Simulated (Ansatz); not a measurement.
The starting structures come from a database of crystals and need not be the phases stable at ambient conditions.

 Where the default PAW files enter, the runs use the earlier of Ansatz's two default sets.

The decay constant κ of evanescent states in the gap governs leakage through a thin film.

Data:

```xyz
4
Lattice="3.8083 0.0000 0.0000 1.9042 6.3974 0.0000 1.9042 0.5668 3.2490" Properties=species:S:1:pos:R:3 pbc="T T T"
Ga     3.8083     4.6858     1.4145
Ga     3.8083     2.2783     1.8345
P      1.9042     5.3285     0.1865
P      5.7125     1.6356     3.0626
```

Space group of this cell: R-3m. The cell is strained (all lengths scaled by 0.98); by r2SCAN its mean pressure is 2.6 GPa.

Transport runs along the normal of the first two printed cell vectors, the (101) plane of the conventional cell.

The gap is the functional's own. No spin-orbit coupling. Mid-gap values are interpolated on the energy grid.

Problem. Compute, with r2SCAN run with Ansatz (a program for electronic structure), the band gap and the smallest decay constant κ at mid-gap.

Solution. Gap 1.06 eV on a 10×10×10 mesh; κ = 0.112 1/Å, at the zone centre.
